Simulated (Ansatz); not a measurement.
## Response to strain in BaZrO3

The reference is BaZrO3 in the cubic perovskite structure (space group Pm-3m, No. 221; a = 4.205 Å). Axes: x, y, z lie along the cube axes.

Strains are applied to the cell and any free atomic positions relax; under biaxial strain the out-of-plane vector relaxes too; under stress the whole cell relaxes.

Level of theory: Ansatz (a program for electronic structure), r2SCAN, PAW, cutoff 500 eV, without spin-orbit coupling.

Before the change:

```
Quantity    Value
--------  -------
Band gap  3.73 eV
```

The aim is a band gap between 3.26 eV and 3.43 eV. Which of these changes reaches it?
A) isotropic strain −4.30 %
B) uniaxial stress, 2 GPa compression along x
C) biaxial strain +3.17 %, plane normal [110], relaxed out of plane

C, biaxial strain +3.17 %, plane normal [110], relaxed out of plane. It gives 3.34 eV; uniaxial stress, 2 GPa compression along x gives 3.71 eV; isotropic strain −4.30 % gives 4.05 eV. Changes not listed may reach it too

Beyond what the load breaks, stability against distortions was not tested.
